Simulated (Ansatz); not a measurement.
Band structure of Yb (Fm-3m, 1 atom in the cell).

```xyz
1
Lattice="0.0000 2.7246 2.7246 2.7246 0.0000 2.7246 2.7246 2.7246 0.0000" Properties=species:S:1:pos:R:3 pbc="T T T"
Yb     0.0000     0.0000     0.0000
```

Method of the run: PBE, PAW files (plane waves; Ansatz, an electronic-structure program).

Settings: basis.ecutwfc = 420 eV; kpoints.mp_grid.grid = 10 10 10; hamiltonian.xc = pbe; hamiltonian.pseudopotentials = {kind: paw} (the program's default PAW files); scf.occupations.method = fermi_dirac; scf.occupations.width = 0.1 eV; kpoints.band_path.npoints = 8.

The starting cell comes from a database of computed structures (which also holds hypothetical and non-ambient phases and stackings), without a prior relaxation at this level. Spin-orbit coupling is off. Spin polarisation is off.

Levels in eV from the Fermi level, bands 9 to 15:
```tsv
point	9	10	11	12	13	14	15
Γ	-0.53	-0.46	-0.46	-0.46	2.73	2.73	2.73
X	-0.53	-0.49	-0.48	-0.48	0.24	1.33	5.99
W	-0.51	-0.51	-0.49	0.02	0.69	0.69	2.43
K	-0.52	-0.48	-0.47	-0.19	0.11	1.00	4.16
L	-0.54	-0.47	-0.47	-0.46	0.12	2.53	2.53
U	-0.52	-0.48	-0.47	-0.19	0.11	1.00	4.16
```

Bands cross the Fermi level along this path, so the cell is metallic at this level.

Keys are those of Ansatz 0.2.
